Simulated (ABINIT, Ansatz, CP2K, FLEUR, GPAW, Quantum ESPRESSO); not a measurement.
## Be5Co (F-43m, 6 atoms in the cell) computed with different codes at matched settings

Self-consistent single point.

```
Be5Co
1.0
    0.00000     2.88393     2.88393
    2.88393     0.00000     2.88393
    2.88393     2.88393     0.00000
Be Co
5 1
Cartesian
  1.44196   1.44196   1.44196
  2.15966   2.15966   3.60819
  2.15966   3.60819   2.15966
  3.60819   3.60819   3.60819
  3.60819   2.15966   2.15966
  0.00000   0.00000   0.00000
```

Shared settings, as Ansatz (a program for electronic structure) writes them: kpoints.mp_grid.grid = 8 8 8; scf.occupations.method = fermi_dirac; scf.occupations.width = 0.0073 Ry. Potentials and cutoffs stand in the table.

| code | model | pressure (GPa) | largest force (eV/Å) | cutoff |
|---|---|---|---|---|
| CP2K | PBEsol, GPW, DZVP-MOLOPT-SR-GTH basis, GTH-PBE potentials (GTH_POTENTIALS) | -2.56 | 0.026 | grid 600 Ry |
| FLEUR | PBEsol, all-electron FLAPW (FLEUR), scalar-relativistic valence | – | 0.024 | Kmax 4.5 1/bohr |
| Ansatz | PBEsol, PAW files made with PBE | -1.72 | 0.025 | 30.9 Ry |
| ABINIT | PBEsol, norm-conserving pseudopotentials (PseudoDojo nc-sr-04 PBEsol standard) | -1.06 | 0.024 | 48 Ha |
| Quantum ESPRESSO | PBEsol, PSlibrary ultrasoft (PBE) pseudopotentials | -2.38 | 0.030 | 50 Ry |
| GPAW | PBEsol, GPAW PAW datasets PBEsol (made by gpaw-setup) | -1.46 | 0.023 | 850 eV |

A dash marks a value that a program does not give, or that is left out as unsure.

On Ansatz's run: spin polarisation is off.

The spread over the programs that give each value: pressure within 1.50 GPa; largest force within 0.007 eV/Å.

CP2K uses small atom-centred bases, whose incompleteness enters pressures, forces and empty levels differently from a plane-wave cutoff. FLEUR treats all electrons, but the usual bases taken here (sphere radii, linearisation, local orbitals, empty states) were not tested for convergence, so the values are no reference for the others. Ansatz's pressure is given at a fixed set of plane waves, as the other plane-wave codes print theirs; with its correction for the finite basis it is -1.68 GPa.

The starting cell comes from a database of computed structures (which also holds hypothetical and non-ambient phases and stackings), without a prior relaxation at this level.

Left out of this page: Elk (not drawn, or without a comparable value); SIESTA (unsound by tests on forces, stress, charge or solver warnings).

Keys are those of Ansatz 0.2.
